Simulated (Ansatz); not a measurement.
Consider the energy change from cell B to cell A (net 1 Al taken out, other atoms rearranged, in a slab cell with three atoms a plane). Reaction: cell B → cell A + Al (fcc). A negative value means that the right-hand side lies lower.

Cell A: a slab of Al (fcc, Fm-3m) cut along (111), 21 atoms, hexagonal cell of 4.95 Å (21.2 Å²), symmetry P31m within 0.02 Å, 15.4 Å thick under 16 Å of vacuum, in-plane vectors held at the crystal's; planes from bottom to top: Al3 × 6 | Al2 | Na, its two faces unlike (dipole correction applied); Al missing from the crystal's sites; added, foreign or displaced atoms, above the top plane: Na bound to 6 Al at 3.18 Å; spin state with PBE: run without spin, k-point mesh 11×11×1.
```yaml
crystal:
  lattice:
    - [4.94866, 0.00000, 0.00000]
    - [2.47433, 4.28567, 0.00000]
    - [0.00000, 0.00000, 30.99461]
  atoms:
    - { symbol: Al, position: [0.00000, 0.00000, 0.25704] }
    - { symbol: Al, position: [0.33352, 0.00000, 0.33307] }
    - { symbol: Al, position: [0.00000, 0.33434, 0.40817] }
    - { symbol: Al, position: [0.00000, 0.00000, 0.48356] }
    - { symbol: Al, position: [0.33536, 0.00000, 0.55917] }
    - { symbol: Al, position: [0.00000, 0.33003, 0.63455] }
    - { symbol: Na, position: [0.00000, 0.00000, 0.75243] }
    - { symbol: Al, position: [0.33333, 0.33333, 0.25698] }
    - { symbol: Al, position: [0.66648, 0.33352, 0.33307] }
    - { symbol: Al, position: [0.33434, 0.66566, 0.40817] }
    - { symbol: Al, position: [0.33333, 0.33333, 0.48393] }
    - { symbol: Al, position: [0.66464, 0.33536, 0.55917] }
    - { symbol: Al, position: [0.33003, 0.66997, 0.63455] }
    - { symbol: Al, position: [0.33333, 0.33333, 0.70726] }
    - { symbol: Al, position: [0.66667, 0.66667, 0.25698] }
    - { symbol: Al, position: [0.00000, 0.66648, 0.33307] }
    - { symbol: Al, position: [0.66566, 0.00000, 0.40817] }
    - { symbol: Al, position: [0.66667, 0.66667, 0.48393] }
    - { symbol: Al, position: [0.00000, 0.66464, 0.55917] }
    - { symbol: Al, position: [0.66997, 0.00000, 0.63455] }
    - { symbol: Al, position: [0.66667, 0.66667, 0.70726] }
```

Cell B: a slab of Al (fcc, Fm-3m) cut along (111), 22 atoms, hexagonal cell of 4.95 Å (21.2 Å²), symmetry P31m within 0.02 Å, 16.7 Å thick under 16 Å of vacuum, in-plane vectors held at the crystal's; planes from bottom to top: Al3 × 7 | Na, its two faces unlike (dipole correction applied); added, foreign or displaced atoms, above the top plane: Na bound to 3 Al at 3.17 Å; spin state with PBE: run without spin, k-point mesh 11×11×1.
```xyz
22
Lattice="4.9487 0.0000 0.0000 2.4743 4.2857 0.0000 0.0000 0.0000 32.5909" Properties=species:S:1:pos:R:3 pbc="T T T"
Al     0.0000     0.0001     7.9682
Al     1.6496     0.0000    10.3214
Al     0.8248     1.4286    12.6527
Al     0.0001    -0.0001    14.9952
Al     1.6496     0.0000    17.3322
Al     0.8224     1.4286    19.6668
Al     0.0099    -0.0171    22.0148
Al     2.4744     1.4286     7.9682
Al     4.1239     1.4286    10.3210
Al     3.2991     2.8571    12.6527
Al     2.4742     1.4286    14.9952
Al     4.1239     1.4286    17.3321
Al     3.3003     2.8551    19.6668
Al     2.4546     1.4286    22.0148
Al     4.9486     2.8570     7.9682
Al     1.6496     2.8571    10.3214
Al     3.2991     0.0000    12.6527
Al     4.9487     2.8573    14.9952
Al     1.6496     2.8571    17.3322
Al     3.3003     0.0020    19.6668
Al     4.9585     2.8742    22.0148
Na     4.1239     1.4286    24.7050
```

Reference: Al (fcc, Fm-3m), 3 atoms in the cell, the relaxed perfect crystal repeated, atoms not moved again, k-point mesh 11×11×20 on the run's own vectors.

All numbers come from Ansatz (a quantum-chemistry and plane-wave program), plane waves with PAW, its PAW set soft_1, cutoff 420 eV, 500 eV for r2SCAN. The structures are at rest with PBE, within the held lattices; other levels are single points on them. Neutral cells; Fermi-Dirac smearing of at most 0.10 eV in the solids, energies taken to zero width. The lattices are those relaxed with PBE, so at other levels the solids can be strained, which adds to the spread. Larger cells are relaxed from a start prepared with the learned potential CHGNet till forces fall under 0.03 eV/Å, which some starts already meet. A dispersion term (D3(BJ), or D4 for r2SCAN) was computed beside these levels and is taken off wherever the name lacks it. Space groups of crystals are read within 0.01 Å. Nuclei at rest; no vibrational terms. Cells are local rest points, mostly with their start's symmetry. Values are for these cell sizes. Cell A has symmetry P31m within 0.02 Å and got no random move, so less symmetric positions, which may lie lower, weren't tried. Cell B has symmetry P31m within 0.02 Å and got no random move, so less symmetric positions, which may lie lower, weren't tried.

What value does r2SCAN give?

-0.28 eV, for cell B → cell A + Al (fcc).

List the value at the remaining levels and say how far they part.


| Functional | value (eV) | less r2SCAN |
|---|---|---|
| PBE | -0.22 | 0.06 |

The levels shown span 0.06 eV, from r2SCAN (-0.28) to PBE (-0.22).
